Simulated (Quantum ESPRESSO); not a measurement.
## A series of runs on Ta₂O₅ (C2, 7 atoms in the cell)

```cif
data_O5Ta2
_chemical_formula_sum 'Ta2 O5'
_space_group_name_H-M_alt 'P 1'
_space_group_IT_number 1
_cell_length_a 4.02560
_cell_length_b 4.02560
_cell_length_c 5.82716
_cell_angle_alpha 111.530
_cell_angle_beta 111.530
_cell_angle_gamma 80.631
loop_
_space_group_symop_operation_xyz
  'x, y, z'
loop_
_atom_site_label
_atom_site_type_symbol
_atom_site_fract_x
_atom_site_fract_y
_atom_site_fract_z
_atom_site_occupancy
Ta1 Ta 0.22705 0.15557 0.29457 1
Ta2 Ta 0.84443 0.77295 0.70543 1
O1 O 0.63206 0.21436 0.64547 1
O2 O 0.78564 0.36794 0.35453 1
O3 O 0.23523 0.11119 0.96080 1
O4 O 0.88881 0.76477 0.03920 1
O5 O 0.27778 0.72222 0.50000 1
```

Base run A: Quantum ESPRESSO with PBEsol, GBRV 1.5 ultrasoft (PBESOL) pseudopotentials, self-consistent single point.

Its settings: ecutwfc = 40 Ry; ecutrho = 320 Ry; occupations = fixed; potentials = {Ta: ta_pbesol_v1.uspp.F.UPF, O: o_pbesol_v1.2.uspp.F.UPF}; K_POINTS = automatic 5 5 4 0 0 0; nbnd = 34; conv_thr = 1e-10 Ry; mixing_beta = 0.7.

The starting cell comes from a database of computed structures (which also holds hypothetical and non-ambient phases and stackings), without a prior relaxation at this level. Spin-orbit coupling is off. In the base run, with a pressure of about -7 GPa the cell is away from its equilibrium volume at this level.

A dash stands where there is no value to compare (another energy zero or no entropy term, no result, no spin, no clean gap, or a mesh too coarse for one). Total energies depend on the potentials, the functional and any Hubbard or dispersion term, so they are compared only between runs that share all of them.

```json
[
 {"run": "A", "change": "base", "pressure (GPa)": "-7.36", "largest force (eV/Å)": "0.187", "gap on the mesh (eV)": "2.533", "Hubbard energy (eV/atom)": "–"},
 {"run": "B", "change": "HUBBARD: default → ortho-atomic; U Ta-5d 1 eV [PBEsol+U]", "pressure (GPa)": "-6.79", "largest force (eV/Å)": "0.177", "gap on the mesh (eV)": "2.622", "Hubbard energy (eV/atom)": "0.291"},
 {"run": "C", "change": "HUBBARD: default → ortho-atomic; U Ta-5d 2 eV [PBEsol+U]", "pressure (GPa)": "-6.18", "largest force (eV/Å)": "0.178", "gap on the mesh (eV)": "2.717", "Hubbard energy (eV/atom)": "0.577"},
 {"run": "D", "change": "HUBBARD: default → ortho-atomic; U Ta-5d 3 eV [PBEsol+U]", "pressure (GPa)": "-5.53", "largest force (eV/Å)": "0.186", "gap on the mesh (eV)": "2.819", "Hubbard energy (eV/atom)": "0.857"},
 {"run": "E", "change": "HUBBARD: default → ortho-atomic; U Ta-5d 4 eV [PBEsol+U]", "pressure (GPa)": "-4.83", "largest force (eV/Å)": "0.201", "gap on the mesh (eV)": "2.929", "Hubbard energy (eV/atom)": "1.131"},
 {"run": "F", "change": "HUBBARD: default → ortho-atomic; U Ta-5d 5 eV [PBEsol+U]", "pressure (GPa)": "-4.08", "largest force (eV/Å)": "0.223", "gap on the mesh (eV)": "3.046", "Hubbard energy (eV/atom)": "1.398"},
 {"run": "G", "change": "HUBBARD: default → ortho-atomic; U Ta-5d 6 eV [PBEsol+U]", "pressure (GPa)": "-3.27", "largest force (eV/Å)": "0.251", "gap on the mesh (eV)": "3.172", "Hubbard energy (eV/atom)": "1.658"},
 {"run": "H", "change": "HUBBARD: default → ortho-atomic; U Ta-5d 7 eV [PBEsol+U]", "pressure (GPa)": "-2.41", "largest force (eV/Å)": "0.284", "gap on the mesh (eV)": "3.278", "Hubbard energy (eV/atom)": "1.911"},
 {"run": "I", "change": "HUBBARD: default → ortho-atomic; U Ta-5d 8 eV [PBEsol+U]", "pressure (GPa)": "-1.49", "largest force (eV/Å)": "0.323", "gap on the mesh (eV)": "3.377", "Hubbard energy (eV/atom)": "2.154"}
]
```

Run E against A: The pressure goes from -7.36 to -4.83 GPa, the largest force goes from 0.187 to 0.201 eV/Å and the gap on the mesh goes from 2.533 to 2.929 eV.

Run H against A: The pressure goes from -7.36 to -2.41 GPa, the largest force goes from 0.187 to 0.284 eV/Å and the gap on the mesh goes from 2.533 to 3.278 eV.
